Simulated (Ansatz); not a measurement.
**HgS: energy against strain**

HgS (zinc blende, F-43m, 24.540 Å³/atom at rest, cube axes along x, y and z) under a strain ε along a cube axis (axis z), the other axes held. LDA in Ansatz, a plane-wave DFT program (PAW, default set), 420 eV, 10×10×10 Γ-centred mesh, Fermi-Dirac smearing 0.05 eV; ions are relaxed within the symmetry of each cell.

Here s stands for strain and y for E less E0.

| strain (%) | E less E0 (meV/atom) |
|---|---|
| -3.00 | ? |
| -1.50 | 1.37 |
| -1.00 | 0.61 |
| -0.50 | 0.15 |
| 0.00 | 0.00 |
| 0.50 | 0.15 |
| 1.00 | 0.60 |
| 1.50 | 1.33 |

Fit y of the 7 rows that show it with a parabola. Least squares gives y = 0.001 - 0.0100·s + 0.6000·s². Residuals (row less fit): 0.004, -0.001, -0.006, -0.001, 0.004, 0.009, -0.006; standard error 0.007 (degrees of freedom: 4). Twice the quadratic coefficient over the volume, 2 × 0.6000 meV × 10⁴ × 0.1602 / 24.540 Å³, is the elastic constant C11 = 78 ± 0.4 GPa.

### Question
Estimate the missing y (s = -3.00); what did the run itself give?

### Answer
y = 0.001 - 0.0100 × (-3.0) + 0.6000 × (-3.0)² = 5.431 meV/atom. The calculation gives 5.54 meV/atom, 0.109 meV/atom above the prediction (2.0 % of the range of y in the table). The row lies outside the fitted rows, so this is an extrapolation. From the scatter of the fitted rows alone, a prediction at this place has a standard error of 0.026 meV/atom, so the miss is 4.2 times that.

One order more, fitted to all 13 runs of the series, follows each within 0.01, so the miss is the next term of a smooth law. This level leaves no gap over 0.05 eV at strain -3.00, -1.50, -1.00, -0.50, 0.00, 0.50, 1.00, 1.50, where the mesh may be coarse. HgS is here metacinnabar; cinnabar is the stable form. Rows are the converged runs of the series near zero and its far end; series whose fitted rows scatter by over a few per cent of the range, as at a crossing or softening among them, aren't shown in this form. Most that stay on the fit to the last digits aren't either.
